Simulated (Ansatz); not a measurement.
Consider GaP in the zinc blende structure (space group F-43m, No. 216; a = 5.4384 Å).

All numbers come from PBEsol (Ansatz, an electronic-structure program), no spin-orbit coupling.

Carriers are added at fixed cell with a uniform background; the Fermi–Dirac width is that of 300 K.

One change was made to it. Results:

| quantity | base | after |
|---|---|---|
| gap between the host's bands | 1.45 eV | 1.32 eV |
| Fermi level relative to the doped band's edge (positive inside the band; to 0.05 eV) | – | +0.85 eV |
| gap character | indirect, Γ → Γ–X (87 % along) | indirect, Γ → Γ–X (87 % along) |

Name the change that was made.
(A) electrons 1.0×10^21 cm⁻³
(B) holes 1.0×10^21 cm⁻³
(C) electrons 1.0×10^22 cm⁻³
(D) electrons 5.0×10^20 cm⁻³
(E) holes 5.0×10^20 cm⁻³

C, electrons 1.0×10^22 cm⁻³. For comparison, the Fermi level from band edge in the other runs: holes 5.0×10^20 cm⁻³ gives +0.15 eV; electrons 5.0×10^20 cm⁻³ gives +0.15 eV; holes 1.0×10^21 cm⁻³ gives +0.25 eV; electrons 1.0×10^21 cm⁻³ gives +0.25 eV.

Charged cell with a jellium background: band edges are those of the host's band count, energies are not comparable with the neutral cell, and many-body gap narrowing is missing. No phonon test of stability was made.
